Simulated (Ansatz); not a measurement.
The parent structure is K₂Se in the anti-fluorite structure (space group Fm-3m, No. 225).

```xyz
3
Lattice="0.0000 3.8048 3.8048 3.8048 0.0000 3.8048 3.8048 3.8048 0.0000" Properties=species:S:1:pos:R:3 pbc="T T T"
K      1.9024     1.9024     1.9024
K      5.7073     5.7073     5.7073
Se     0.0000     0.0000     0.0000
```

Cartesian axes are those of the cell as printed.

Computed with Kohn–Sham DFT with the PBEsol functional, run in Ansatz (a quantum-chemistry and plane-wave program) with PAW and 420 eV plane waves, no spin-orbit coupling.

Base values:

| Property | Value |
|---|---|
| Valley order | Γ 2.11 eV; X along ⟨100⟩ 3.29 eV |

It is then changed as follows: the cell is stretched by 2.50 % along z with no lateral relaxation, atoms relaxed at fixed cell.

### Question
Estimate the effect on the stress.

### Answer
The stress (xx, yy, zz, yz, xz, xy; compression positive) is (-0.23, -0.23, -0.74, 0.00, 0.00, 0.00) GPa.

### Question
Predict the new valley order.

### Answer
The valley order (the lowest conduction-band minima on the path, energy above the VBM, named in the base's zone) changes from Γ 2.11 eV; X along ⟨100⟩ 3.29 eV to Γ 2.04 eV; X along [001] 3.24 eV; X along [100] 3.28 eV.

The levels and masses belong to the bands next to the band gap. The cells carry an imposed strain or load. Whether these cells are dynamically stable was not tested.
